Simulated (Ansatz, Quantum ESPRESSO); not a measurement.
One structure in several programs: MgInCu4 (F-43m, 6 atoms in the cell)

Self-consistent single point, at a second geometry (lattice scaled by 0.98). First geometry:

```
MgInCu4
1.0
    0.00000     3.51241     3.51241
    3.51241     0.00000     3.51241
    3.51241     3.51241     0.00000
Mg In Cu
1 1 4
Direct
  0.00000   0.00000   0.00000
  0.25000   0.25000   0.25000
  0.62523   0.12431   0.62523
  0.62523   0.62523   0.62523
  0.12431   0.62523   0.62523
  0.62523   0.62523   0.12431
```

Shared settings, as Ansatz (a program for electronic structure) writes them: kpoints.mp_grid.grid = 9 9 9; scf.occupations.method = gaussian; scf.occupations.width = 0.0073 Ry. Potentials and cutoffs stand in the table.

```tsv
code	model	ΔF from the first geometry (meV/atom)	pressure (GPa)	cutoff
Quantum ESPRESSO	PBEsol, GBRV 1.5 ultrasoft (PBESOL) pseudopotentials	1.7	3.24	50 Ry
Ansatz	PBEsol, PAW files made with PBE	0.7	3.81	default
```

For Quantum ESPRESSO (by 0.8 GPa) the energy change implies a higher mean pressure, against the two pressures, than for the other programs: a sign of finite-basis (Pulay) stress.

On Ansatz's run: spin polarisation is off.

The spread over the programs that give each value: ΔF from the first geometry within 1.0 meV/atom; pressure within 0.57 GPa.

Ansatz's pressure is given at a fixed set of plane waves, as the other plane-wave codes print theirs; with its correction for the finite basis it is 3.87 GPa.

The starting cell comes from a database of computed structures (which also holds hypothetical and non-ambient phases and stackings), without a prior relaxation at this level. Its lattice was rescaled by a random factor within 2.5 % of one. For this run, on top of that: lattice scaled by 0.98.

Keys are those of Ansatz 0.2.
